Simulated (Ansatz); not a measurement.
CsCl-type RuAl: cohesive energy by level of theory

No measured value is used here.

| level (code) | value (eV/atom) | cell (Å³/atom) |
|---|---|---|
| LDA (Ansatz) | 7.04 | 12.88 |
| PBE (Ansatz) | 5.74 | 13.55 |
| PBEsol (Ansatz) | 6.42 | 13.18 |
| r²SCAN (Ansatz) | 5.66 | 13.26 |
| HSE06 (Ansatz) | 5.19 | 13.12 |
| PBE0 (Ansatz) | 5.16 | 13.12 |
| Hartree–Fock (Ansatz) | 1.16 | 13.41 |

Free atoms are spin-polarised, in the lowest state found; at levels without +SOC their spin–orbit coupling is left out.  HSE06, PBE0, Hartree–Fock: the run has no spin polarisation, so it can have missed a magnetic state. HSE06, PBE0, Hartree–Fock: the free atom's electronic state is in doubt. Each level is taken at its own relaxed cell. Cutoffs and k meshes differ between the levels. Ansatz's density-functional and Hartree–Fock values are scalar-relativistic unless marked +SOC, with PAW data made under PBE.

Ansatz is a first-principles code.
